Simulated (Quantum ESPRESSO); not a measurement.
## Quick settings and what they miss: Zr3Sn (P6_3/mmc, 8 atoms in the cell)

Self-consistent single point.

```
CELL_PARAMETERS angstrom
      6.31743     0.00000     0.00000
     -3.15872     5.47106     0.00000
      0.00000     0.00000     5.18616
ATOMIC_POSITIONS crystal
  Zr 0.33585 0.16792 0.75000
  Zr 0.66415 0.83208 0.25000
  Zr 0.16792 0.33585 0.25000
  Zr 0.83208 0.66415 0.75000
  Zr 0.83208 0.16792 0.75000
  Zr 0.16792 0.83208 0.25000
  Sn 0.66667 0.33333 0.25000
  Sn 0.33333 0.66667 0.75000
```

Method of the run: LDA (PZ), GBRV 1.5 ultrasoft (LDA) pseudopotentials (plane waves; Quantum ESPRESSO 7.5).

Base settings: ecutwfc = 40 Ry; ecutrho = 320 Ry; occupations = smearing; smearing = methfessel-paxton; degauss = 0.0099958 Ry; potentials = {Zr: zr_lda_v1.uspp.F.UPF, Sn: sn_lda_v1.4.uspp.F.UPF}; K_POINTS = automatic 4 4 5 0 0 0; conv_thr = 1e-10 Ry; mixing_beta = 0.7.

Tight run (finer mesh or higher cutoff; not a proven limit): ecutwfc: 40 Ry → 56 Ry; ecutrho: 320 Ry → 448 Ry; conv_thr: 1e-10 Ry → 7.3e-11 Ry; K_POINTS: automatic 4 4 5 0 0 0 → automatic 6 6 7 0 0 0. It gave Fermi level (on the code's own zero) 14.22 eV; pressure -7.19 GPa; largest force (vector length) 0.043 eV/Å.

Quick runs, as changes from the base:
- A: ecutwfc: 40 Ry → 32 Ry; ecutrho: 320 Ry → 256 Ry; K_POINTS: automatic 4 4 5 0 0 0 → automatic 6 6 6 0 0 0
- B: ecutwfc: 40 Ry → 28 Ry; ecutrho: 320 Ry → 224 Ry; K_POINTS: automatic 4 4 5 0 0 0 → automatic 4 4 4 1 1 1
- C: ecutwfc: 40 Ry → 20 Ry; ecutrho: 320 Ry → 160 Ry; conv_thr: 1e-10 Ry → 7.3e-05 Ry; K_POINTS: automatic 4 4 5 0 0 0 → automatic 2 2 2 1 1 1

Energies are extrapolated to zero smearing width, which holds to low order in the width alone (under cold and Methfessel-Paxton smearing the free energy itself is taken).

Dashes: pressure of C, not trusted under this conv_thr with d or f elements; time of C, under 30 s.

The count of work is k-points × plane waves × bands × iterations; it is no time. Core times come from one kind of shared machine and are given to one figure; runs under 30 s give none.

The starting cell comes from a database of computed structures (which also holds hypothetical and non-ambient phases and stackings), without a prior relaxation at this level. Its lattice was rescaled by a random factor within 2.5 % of one. In the base run, with a pressure of about -7 GPa the cell is away from its equilibrium volume at this level.

| run | energy less tight (meV/atom) | pressure less tight (GPa) | largest miss in a force vector (eV/Å) | count of work / tight | core time / tight (rough) |
|---|---|---|---|---|---|
| A | 71.0 | -2.37 | 0.015 | 0.44 | 0.4 |
| B | 197.4 | -5.82 | 0.045 | 0.18 | 0.2 |
| C | 775.6 | – | 0.326 | 0.0083 | – |

Among the runs at the tight run's level, the energy misses run from 71.0 to 775.6 meV/atom.

Left out of this page: 2 runs of the series outside the window shown, repeating another row's setting, or not comparable.
